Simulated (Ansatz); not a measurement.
The starting structures come from a database of crystals and need not be the phases stable at ambient conditions.

The decay constant κ of evanescent states in the gap governs leakage through a thin film.

Given:

```
TlBr
1.0
    3.97877     0.00000     0.00000
    0.00000     5.62683     0.00000
    0.00000     2.81342     2.81342
Tl Br
1 1
Direct
  0.00000   0.00000   0.00000
  0.50000   0.50000   0.00000
```

The cell was relaxed by PBE-D3(BJ); by PBEsol it stands under a pressure of -1.2 GPa.

Transport runs along the normal of the first two printed cell vectors, the (110) plane of the conventional cell.

No gap correction and no spin-orbit coupling; mid-gap is the computed energy nearest the middle.

Question: Predict the band gap and the smallest decay constant κ at mid-gap from PBEsol in Ansatz (an electronic-structure program).

Answer: Gap 1.73 eV on a 10×10×10 mesh; κ = 0.148 1/Å, at (0.000, 0.500) of the in-plane reciprocal vectors. At the zone centre the slowest state has κ = 0.23 1/Å.
